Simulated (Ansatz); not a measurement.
**Sensitivity of a calculation on AlCdInS4 (R3m, 7 atoms in the cell) to its settings**

```
CELL_PARAMETERS angstrom
      1.94948     1.12553    12.68344
     -1.94948     1.12553    12.68344
      0.00000    -2.25106    12.68344
ATOMIC_POSITIONS crystal
  Al 0.59733 0.59733 0.59733
  Cd 0.83499 0.83499 0.83499
  In 0.06720 0.06720 0.06720
  S  0.53991 0.53991 0.53991
  S  0.70329 0.70329 0.70329
  S  0.95370 0.95370 0.95370
  S  0.13027 0.13027 0.13027
```

Base run A: Ansatz (an electronic-structure program) with PBEsol, default PAW files made with PBE, self-consistent single point.

Its settings: kpoints.mp_grid.grid = 9 9 9; hamiltonian.xc = pbesol; hamiltonian.pseudopotentials = {kind: paw} (the program's default PAW files); scf.occupations.method = fixed.

The starting cell comes from a database of computed structures (which also holds hypothetical and non-ambient phases and stackings), without a prior relaxation at this level. Ansatz's pressure includes its estimate of the finite-basis (Pulay) stress.

ΔF is the free energy per atom less that of run A. A dash stands where there is no value to compare (another energy zero or no entropy term, no result, no spin, no clean gap, or a mesh too coarse for one). Absolute energies have different zeros for different potentials, functionals, Hubbard and dispersion terms and are not compared across them.

Run A gave: pressure (GPa) -2.79; largest force (eV/Å) 0.242; gap on the mesh (eV) 0.622; k-points 85; valence electrons 60.

Runs:
- B: kpoints.mp_grid.grid: 9 9 9 → 8 8 8
- C: magnetization.noncollinear: default → true; magnetization.spin_orbit: default → true [PBEsol with spin-orbit coupling]
- D: crystal.symmetry.detect: default → false
- E: scf.occupations.method: fixed → gaussian; scf.occupations.width: default → 0.025 eV
- F: kpoints.mp_grid.grid: 9 9 9 → 7 7 7; kpoints.mp_grid.shift: default → 0.5 0.5 0.5
- G: 2 x 1 x 1 supercell, mesh divided and rounded up; kpoints.mp_grid.grid: 9 9 9 → 5 9 9
- H: scf.mixing.algorithm: default (the program chose MSR1) → broyden; scf.mixing.ndim: default → 2
- I: scf.mixing.preconditioner: default (the program chose Resta) → resta; scf.mixing.eps_inf: default → 3

### Question
What does run F change against A?

### Answer
The free energy stays essentially unchanged (within 1 meV/atom), the pressure stays at -2.79 GPa, the largest force moves little (0.242 to 0.241 eV/Å) and the gap on the mesh goes from 0.622 to 0.642 eV.

### Question
What does run C change against A?

### Answer
The pressure hardly changes (-2.79 to -2.82 GPa), the largest force hardly changes (0.242 to 0.247 eV/Å) and the gap on the mesh goes from 0.622 to 0.605 eV.

```csv
run,ΔF (meV/atom),pressure (GPa),largest force (eV/Å),gap on the mesh (eV),k-points,valence electrons
A,0.00,-2.79,0.242,0.622,85,60
B,0.05,-2.79,0.242,0.622,65,60
C,–,-2.82,0.247,0.605,85,60
D,0.00,-2.79,0.242,0.622,365,60
E,0.00,-2.79,0.242,0.622,85,60
F,0.20,-2.79,0.241,0.642,44,60
G,-0.02,-2.79,0.242,0.623,115,120
H,0.00,-2.79,0.242,0.622,85,60
I,0.00,-2.79,0.242,0.622,85,60
```

Keys are those of Ansatz 0.2.
